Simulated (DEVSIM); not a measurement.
Structure: Si p-n junction from an implanted or diffused profile, at 300 K.

| layer (left to right) | material | thickness (μm) | Nd (cm⁻³) | τn (s) | τp (s) |
|---|---|---|---|---|---|
| 1 | Si | 120 | 1.6e16 | 7.2e-6 | 7.2e-6 |

Added acceptor profile: 5e17 cm⁻³ × exp(−(x − 0 μm)²/(2·(0.23 μm)²)). Left contact: ohmic. Right contact: ohmic. Voltage is applied to the left contact. Recombination: SRH at mid-gap, radiative. Mobility is constant in doping.

The device is made up for the run: typed textbook-type constants, with dimensions and the other settings drawn at random. Values at 300 K.

| parameter | Si |
|---|---|
| gap (eV) | 1.124 |
| affinity (eV) | 4.05 |
| permittivity | 11.7 |
| Nc (cm⁻³) | 2.86e19 |
| Nv (cm⁻³) | 3.1e19 |
| μn (cm²/Vs) | 1417 |
| μp (cm²/Vs) | 470 |
| B (cm³/s) | 4.7e-15 |

Model (solved in DEVSIM): 1D drift-diffusion, Boltzmann statistics, complete ionisation; no tunnelling, impact ionisation, image-force lowering or self-heating.

**Question.** Tabulate band edges, carrier densities and field at -10.0 V on the left contact.

**Answer.** Energies count from the Fermi level of the right contact; mesh points crowd at the junctions.

```json
[
 {"x (μm)": "0.000", "Ec (eV)": "11.016", "Ev (eV)": "9.893", "n (cm⁻³)": "240", "p (cm⁻³)": "4.8e17", "field (V/cm)": "-30"},
 {"x (μm)": "0.02868", "Ec (eV)": "11.016", "Ev (eV)": "9.892", "n (cm⁻³)": "210", "p (cm⁻³)": "4.8e17", "field (V/cm)": "-150"},
 {"x (μm)": "0.07461", "Ec (eV)": "11.015", "Ev (eV)": "9.891", "n (cm⁻³)": "180", "p (cm⁻³)": "4.6e17", "field (V/cm)": "-380"},
 {"x (μm)": "0.1555", "Ec (eV)": "11.010", "Ev (eV)": "9.886", "n (cm⁻³)": "130", "p (cm⁻³)": "3.8e17", "field (V/cm)": "-790"},
 {"x (μm)": "0.3542", "Ec (eV)": "10.977", "Ev (eV)": "9.853", "n (cm⁻³)": "< 1e2", "p (cm⁻³)": "1.1e17", "field (V/cm)": "-8200"},
 {"x (μm)": "0.5474", "Ec (eV)": "8.868", "Ev (eV)": "7.744", "n (cm⁻³)": "< 1e2", "p (cm⁻³)": "650", "field (V/cm)": "-170000"},
 {"x (μm)": "0.7452", "Ec (eV)": "5.470", "Ev (eV)": "4.346", "n (cm⁻³)": "110", "p (cm⁻³)": "490", "field (V/cm)": "-160000"},
 {"x (μm)": "1.012", "Ec (eV)": "2.059", "Ev (eV)": "0.935", "n (cm⁻³)": "330", "p (cm⁻³)": "380", "field (V/cm)": "-95000"},
 {"x (μm)": "1.276", "Ec (eV)": "0.402", "Ev (eV)": "-0.722", "n (cm⁻³)": "5.0e12", "p (cm⁻³)": "< 1e2", "field (V/cm)": "-30000"},
 {"x (μm)": "1.957", "Ec (eV)": "0.194", "Ev (eV)": "-0.930", "n (cm⁻³)": "1.6e16", "p (cm⁻³)": "< 1e2", "field (V/cm)": "≈ 0"},
 {"x (μm)": "3.537", "Ec (eV)": "0.194", "Ev (eV)": "-0.930", "n (cm⁻³)": "1.6e16", "p (cm⁻³)": "190", "field (V/cm)": "≈ 0"},
 {"x (μm)": "9.851", "Ec (eV)": "0.194", "Ev (eV)": "-0.930", "n (cm⁻³)": "1.6e16", "p (cm⁻³)": "740", "field (V/cm)": "≈ 0"},
 {"x (μm)": "23.28", "Ec (eV)": "0.194", "Ev (eV)": "-0.930", "n (cm⁻³)": "1.6e16", "p (cm⁻³)": "1800", "field (V/cm)": "≈ 0"},
 {"x (μm)": "56.66", "Ec (eV)": "0.194", "Ev (eV)": "-0.930", "n (cm⁻³)": "1.6e16", "p (cm⁻³)": "4000", "field (V/cm)": "≈ 0"},
 {"x (μm)": "99.25", "Ec (eV)": "0.194", "Ev (eV)": "-0.930", "n (cm⁻³)": "1.6e16", "p (cm⁻³)": "6300", "field (V/cm)": "≈ 0"},
 {"x (μm)": "111.6", "Ec (eV)": "0.194", "Ev (eV)": "-0.930", "n (cm⁻³)": "1.6e16", "p (cm⁻³)": "6900", "field (V/cm)": "≈ 0"},
 {"x (μm)": "116.6", "Ec (eV)": "0.194", "Ev (eV)": "-0.930", "n (cm⁻³)": "1.6e16", "p (cm⁻³)": "7100", "field (V/cm)": "≈ 0"},
 {"x (μm)": "118.6", "Ec (eV)": "0.194", "Ev (eV)": "-0.930", "n (cm⁻³)": "1.6e16", "p (cm⁻³)": "7200", "field (V/cm)": "≈ 0"},
 {"x (μm)": "119.6", "Ec (eV)": "0.194", "Ev (eV)": "-0.930", "n (cm⁻³)": "1.6e16", "p (cm⁻³)": "7200", "field (V/cm)": "≈ 0"},
 {"x (μm)": "119.8", "Ec (eV)": "0.194", "Ev (eV)": "-0.930", "n (cm⁻³)": "1.6e16", "p (cm⁻³)": "7300", "field (V/cm)": "≈ 0"},
 {"x (μm)": "120.0", "Ec (eV)": "0.194", "Ev (eV)": "-0.930", "n (cm⁻³)": "1.6e16", "p (cm⁻³)": "7300", "field (V/cm)": "≈ 0"},
 {"x (μm)": "120.0", "Ec (eV)": "0.194", "Ev (eV)": "-0.930", "n (cm⁻³)": "1.6e16", "p (cm⁻³)": "7300", "field (V/cm)": "≈ 0"}
]
```
